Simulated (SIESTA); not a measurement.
**Converging the k-point mesh: Se (C2, 3 atoms in the cell)**

```xyz
3
Lattice="2.1916 -3.7959 0.0000 2.1916 3.7959 0.0000 0.0000 0.0000 4.9649" Properties=species:S:1:pos:R:3 pbc="T T T"
Se     0.4931     0.8541     3.3099
Se     3.4469     0.0000     0.0000
Se     0.4931    -0.8541     1.6549
```

Method of the run: LDA PW92, numerical atomic orbitals TZP, PseudoDojo LDA standard norm-conserving potentials (rewritten from UPF to PSML) (SIESTA).

Base settings: XC.functional = LDA; XC.authors = PW92; potentials = PseudoDojo LDA standard; PAO.BasisSize = TZP; PAO.EnergyShift = 0.01 Ry; MeshCutoff = 300 Ry; kgrid.MonkhorstPack = 3 3 2; OccupationFunction = FD; ElectronicTemperature = 10 meV; MaxSCFIterations = 150.

The second cell is the first with its lattice scaled by 0.98.

Only quantities that move along the ladder and can be compared are tabulated.

Core times come from one kind of shared machine, to one figure; runs under 30 s give none.

The starting cell has typed, rounded lattice constants, without a prior relaxation at this level. Its lattice was rescaled by up to half a per cent. One atom was moved a little off its site on purpose. Values carry the incompleteness of an atom-centred basis. In the base run, with a pressure of about 5 GPa the cell is away from its equilibrium volume at this level. In the base run, forces exceed 1 eV/Å.

```tsv
kgrid.MonkhorstPack	free energy less the last step's (meV/atom)	energy of the compressed cell less the first (meV/atom)	pressure (GPa)	largest difference of a force vector from the last step's (eV/Å)	gap on the mesh (eV)	core time / last (rough)
2 2 1	-320.59	42.29	1.92	1.978	2.172	–
2 2 2	57.32	73.54	4.73	0.013	1.136	–
3 3 2	38.75	71.54	4.56	0.172	0.922	–
3 3 3	4.65	69.57	4.37	0.023	1.474	–
4 4 3	-0.53	68.36	4.26	0.019	1.546	–
5 5 4	0.69	68.36	4.25	0.003	1.065	–
6 6 4	0.68	68.31	4.25	0.001	0.749	–
6 6 5	0.06	68.29	4.25	0.002	1.236	–
7 7 5	-0.17	68.23	4.24	0.000	1.249	–
8 8 6	0.06	68.26	4.24	0.000	0.881	–
8 8 7	0.00	68.26	4.24	0.000	1.098	0.2
9 9 7	-0.01	68.25	4.24	0.000	0.995	–
10 10 8	0.00	68.25	4.24	0.000	0.868	–
11 11 9	0.00	68.25	4.24	0.000	0.957	0.3
13 13 10	0.00	68.25	4.24	0.000	0.821	0.4
14 14 11	0.00	68.25	4.24	0.000	0.891	0.5
15 15 12	0.00	68.25	4.24	0.000	0.749	0.6
17 17 13	0.00	68.25	4.24	0.000	0.849	0.6
19 19 14	0.00	68.25	4.24	0.000	0.781	1
```

Coarsest kgrid.MonkhorstPack that holds the forces within 0.005 eV/Å of the last step, with all finer ones: 5 5 4; the step before is off by 0.019 eV/Å.

Coarsest kgrid.MonkhorstPack that holds the pressure within 0.1 GPa of the last step, with all finer ones: 4 4 3; the step before is off by 0.13 GPa.

The gap on the mesh jumps up and down from mesh to mesh; it is no smooth measure of convergence.
